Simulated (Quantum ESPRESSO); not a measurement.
Troubleshooting Quantum ESPRESSO: a failed run on BaHfF6 (P1, 16 atoms in the cell). The aim is a self-consistent single point with DFT, PBEsol, plane waves, GBRV 1.5 ultrasoft (PBESOL) pseudopotentials.

Input:

```fortran
&control
   calculation = 'scf'
   outdir = './out'
   pseudo_dir = './'
   tprnfor = .true.
   tstress = .true.
/
&system
   ibrav = 0
   nat = 16
   ntyp = 3
   ecutwfc = 40
   ecutrho = 320
   occupations = 'smearing'
   smearing = 'fermi-dirac'
   degauss = 0.00147
/
&electrons
   conv_thr = 1.0e-11
/
ATOMIC_SPECIES
Ba   137.3270  ba_pbe_v1.uspp.F.UPF
Hf   178.4900  hf_pbesol_v1.uspp.F.UPF
F     18.9984  f_pbesol_v1.4.uspp.F.UPF
ATOMIC_POSITIONS crystal
Ba    0.2521700000    0.7513780000    0.4359200000
Ba    0.7507920000    0.2545970000    0.5687410000
Hf    0.7565150000    0.7489750000   -0.0032860000
Hf    0.2528680000    0.2507120000    0.0002200000
F     0.6842350000    0.9308580000    0.2469110000
F     0.3087540000    0.0667180000    0.7490950000
F     0.8146130000    0.5660720000    0.2456160000
F     0.1828970000    0.4339970000    0.7511510000
F     0.9296120000    0.6790280000    0.7532560000
F     0.0705530000    0.3223290000    0.2470090000
F     0.5679740000    0.8152720000    0.7570680000
F     0.4329840000    0.1818670000    0.2487330000
F     0.4350210000    0.5665020000    0.1513880000
F     0.5655380000    0.4391730000    0.8427390000
F     0.0615200000    0.9321960000    0.1636620000
F     0.9339550000    0.0603270000    0.8417770000
K_POINTS automatic
3 3 3  0 0 0
CELL_PARAMETERS angstrom
   3.7723800000    -5.7351450000     0.0000000000
   3.7723800000     5.7351450000     0.0000000000
   0.0000000000     0.0000000000     5.4634200000
```

The program printed (abridged):

```
          10           3

 %%%%%%%%%%%%%%%%%%%%%%%%%%%%%%%%%%%%%%%%%%%%%%%%%%%%%%%%%%%%%%%%%%%%%%%%%%%%%%
     Error in routine set_dft_from_name (4):
      conflicting values for igcx
 %%%%%%%%%%%%%%%%%%%%%%%%%%%%%%%%%%%%%%%%%%%%%%%%%%%%%%%%%%%%%%%%%%%%%%%%%%%%%%

     stopping ...
```

From the messages shown, name the fault and mend the input.

The fault is potentials made for another functional; here the program stops on it instead of giving results. To fix it, use potentials made for the functional of the run. The program stopped before any SCF iteration.

An input that runs soundly differs in these lines (not the only fix; some lines may just follow from the change or write a value another way):
```diff
-Ba   137.3270  ba_pbe_v1.uspp.F.UPF
+Ba   137.3270  ba_pbesol_v1.uspp.F.UPF
```

With that input, the run converged in 13 iterations: free energy E − TS -14180.4891 eV; top of the valence band (on the code's own zero) 3.69 eV; gap on the k-point mesh 7.26 eV; pressure -0.33 GPa; largest force (vector length) 1.492 eV/Å (DFT, PBEsol, plane waves, GBRV 1.5 ultrasoft (PBESOL) pseudopotentials).

On the sound input: the starting cell comes from a database of computed structures (which also holds hypothetical and non-ambient phases and stackings), without a prior relaxation at this level. Its atoms were displaced at random from the sites of space group no. 67. Spin-orbit coupling is off. Forces in this geometry exceed 1 eV/Å.
